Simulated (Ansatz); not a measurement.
## ZnSe, pressure series

Base system: ZnSe in the zinc blende structure (space group F-43m, No. 216; a = 5.5675 Å).

Cell and atoms are relaxed at each pressure.

Computed with LDA (Ansatz, a first-principles code; PAW; 420 eV plane waves; spin-orbit coupling left out).

Candidates:
(a) pressure 4.5 GPa
(b) pressure −2 GPa
(c) pressure 30 GPa

Before the change:

| Item | Result |
|---|---|
| Band gap | 1.25 eV |

Problem. Order them by band gap, lowest first.

Solution. (b) pressure −2 GPa (1.13 eV), (a) pressure 4.5 GPa (1.49 eV), (c) pressure 30 GPa (2.02 eV)

Load acts through the strain it causes; cell and atoms are relaxed under it. Stability against distortions was not tested. Measured, ZnSe leaves this structure (for rock salt) near 13 GPa (temperature not stated; as listed in M. Köfferlein et al., Hyperfine Interactions (1994)).
